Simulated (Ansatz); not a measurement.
# A computed series for TiPt3: response to strain

The parent structure is TiPt3 (space group P6_3/mmc, No. 194; a = 5.520 Å, c = 8.991 Å; a cell from a computed database, its experimental status unchecked). Axes: x lies along a and z along c of the hexagonal cell.

Strains are applied to the cell and any free atomic positions relax; under biaxial strain the out-of-plane vector relaxes too.

Level of theory: PBEsol (Ansatz, a program for electronic structure), no SOC.

Notes on the quantities. energy relative to the base: free energy F; pressure: mean of the normal stresses, compression positive.

| change | energy relative to the base | pressure | volume per atom |
|---|---|---|---|
| base | 0 meV/atom | 0.0 GPa | 14.83 Å³ |
| biaxial strain −1.47 %, plane normal [001], relaxed out of plane | – | 5.2 GPa | 14.56 Å³ |
| isotropic strain −0.93 % | +9.9 meV/atom | 8.0 GPa | 14.42 Å³ |
| isotropic strain −0.21 % | +0.5 meV/atom | 1.7 GPa | 14.73 Å³ |
| uniaxial strain ε_xx = −3.27 % | +24 meV/atom | 9.9 GPa | 14.34 Å³ |

Whether these cells are dynamically stable was not tested. The final runs are not spin-polarised.
